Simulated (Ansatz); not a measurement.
An Ansatz (a quantum-chemistry and plane-wave program) input (PBEsol/PAW in Ansatz, no spin-orbit coupling, earlier PAW set):

Ansatz 0.2 input:
```yaml
crystal:
  lattice:
    - [-0.0191894294, 2.0414286563, 2.0414286563]
    - [2.0222392269, 0, 2.0222392269]
    - [2.0414286563, 2.0414286563, -0.0191894294]
  atoms:
    - { symbol: Au, position: [0, 0, 0] }
basis: { ecutwfc: 420, ecutrho_ratio: 4, xc_grid: 2, fft_grid_basis: typed }
kpoints: { mp_grid: { grid: [28, 28, 28] } }
hamiltonian:
  xc: pbesol
  dispersion: none
  pseudopotentials: { azcp: { folder: ./paw }, kind: paw }
scf: { occupations: { method: fermi_dirac, width: 0.1 }, convergence: { dr2_threshold: 0.0000000001 } }
relax: { f_tol: 0.005, max_steps: 50 }
output: { forces: true, stress: true }
checkpoint: { write: state.ck, write_every: 1000 }
```

### Question
Which symmetry and how many k-points will the program report, and about how many plane waves at Γ?

### Answer
Space group Immm (ITA 71) with 8 operations, k-points 3060 of 21952, and 331 plane waves at Γ.

The cells carry an imposed strain or load. Stability against distortions was not tested. The cell was made from Au in the fcc (Cu type) structure (space group Fm-3m, No. 225) by this change: tensor shear ε_xz = −0.94 %.
